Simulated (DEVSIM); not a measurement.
Structure: Au/HfO2/SiO2/n-Si capacitor, at 300 K.

Layer 1 from the left is HfO2, thickness (nm) 7.10. Layer 2 from the left is SiO2, thickness (nm) 0.860. Layer 3 from the left is Si, thickness (nm) 12000, Nd (cm⁻³) 2.3e15.

Metal gate on the left, work function 5.1 eV. Fixed charge at the semiconductor interface 2.4e10 cm⁻² (in units of +e); no interface traps.

Constants are typed, rounded textbook-type inputs, not results; the design itself was drawn at random and stands for no fabricated device. Values at 300 K.

HfO2: gap (eV) 5.7, affinity (eV) 2.5, permittivity 22. SiO2: gap (eV) 9, affinity (eV) 0.9, permittivity 3.9. Si: gap (eV) 1.124, affinity (eV) 4.05, permittivity 11.7, Nc (cm⁻³) 2.86e19, Nv (cm⁻³) 3.1e19.

Problem. Estimate by hand the flat-band voltage, the threshold voltage, and compare with a numerical solution.

Solution. 
- Flat-band voltage: C = 1.63 μF/cm², work-function difference 0.806 V; VFB = φms − qNf/C = 0.80 V; numerical 0.80 V.
- Threshold voltage: φF = 0.317 V, depletion charge √(4εqNφF) = 2.20e-8 C/cm²; VT = VFB − 2φF − Qd/C = 0.16 V; numerical 0.16 V.

Model (solved in DEVSIM): 1D Poisson equation in equilibrium, Boltzmann statistics, complete ionisation; no quantum confinement or tunnelling. Metal contacts follow the ideal Schottky-Mott rule: no Fermi-level pinning, no interface dipoles.
